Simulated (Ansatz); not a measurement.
Levels about the gap of amorphous Al28O44Ge (73 atoms in a cell of 807 Å³, 3.15 g/cm³; zone centre alone, so wide bands show as single levels with stretches between that a denser mesh fills), at the geometry that PBE relaxed, where it gives 0.0 GPa on a denser mesh. The participation number counts the atoms over which a state spreads; weights are charges in smoothed Voronoi cells. The levels come from a single point, so bond lengths are those of that geometry. Method of the levels: PBE, scalar-relativistic without spin-orbit coupling (Ansatz, a first-principles code). Sampling: the zone centre alone; Fermi-Dirac width 0.02 eV; no spin polarisation. At PBE the levels at the filled edge of the gap are localised (band-tail or defect states), and the nearest spread-out levels lie 3.9 eV apart at the zone centre.

A CHGNet melt-quench gave the starting glass, which DFT then relaxed. O atoms were pushed apart under 1.9 Å during the dynamics, to hinder bonds among them. The hot cell started wider than the set density and was brought back towards it in steps. It is the lowest in DFT energy of 2 quenches. It is a model cell: composition and starting density were chosen by hand, and all elements were melted together. No dispersion term was used. Its density started from a set value of 3.15 and ended at 3.15 g/cm³. Cooling (nominally 410 K/ps over its main leg) ran many orders faster than in experiment, which tends to leave more defects and strain. Values belong to this one cell and scatter from quench to quench. The volume was held where the preparation left it and the shape relaxed, at a PBE pressure of 0.0 GPa.

| E - E(highest filled), eV | filling | participation number | largest on | weight O | weight Al | weight Ge |
|---|---|---|---|---|---|---|
| -0.50 | filled | 8.4 | O, 3 neighbours | 0.94 | 0.05 | 0.00 |
| -0.46 | filled | 11.1 | O, 3 neighbours | 0.95 | 0.05 | 0.00 |
| -0.32 | filled | 12.3 | O, 2 neighbours | 0.95 | 0.05 | 0.00 |
| -0.27 | filled | 12.2 | O, 2 neighbours | 0.95 | 0.05 | 0.00 |
| -0.20 | filled | 5.0 | O, 3 neighbours | 0.95 | 0.04 | 0.00 |
| -0.08 | filled | 9.2 | O, 3 neighbours | 0.96 | 0.04 | 0.00 |
| 0.00 | filled | 2.5 | O, 2 neighbours | 0.95 | 0.03 | 0.02 |
| 3.32 | empty | 61.1 | Al, 4 neighbours | 0.58 | 0.39 | 0.02 |
| 5.10 | empty | 26.7 | Ge, 4 neighbours | 0.59 | 0.33 | 0.08 |
| 5.42 | empty | 28.0 | Ge, 4 neighbours | 0.60 | 0.29 | 0.11 |
| 5.72 | empty | 42.0 | O, 3 neighbours | 0.61 | 0.38 | 0.00 |
| 5.93 | empty | 31.7 | Al, 4 neighbours | 0.59 | 0.38 | 0.03 |
| 6.06 | empty | 44.2 | Al, 4 neighbours | 0.59 | 0.38 | 0.03 |

Most localised among these is the filled level at +0.00 eV, on a O atom, which has 2 neighbours (Ge 1.77 Å, Al 1.97 Å).
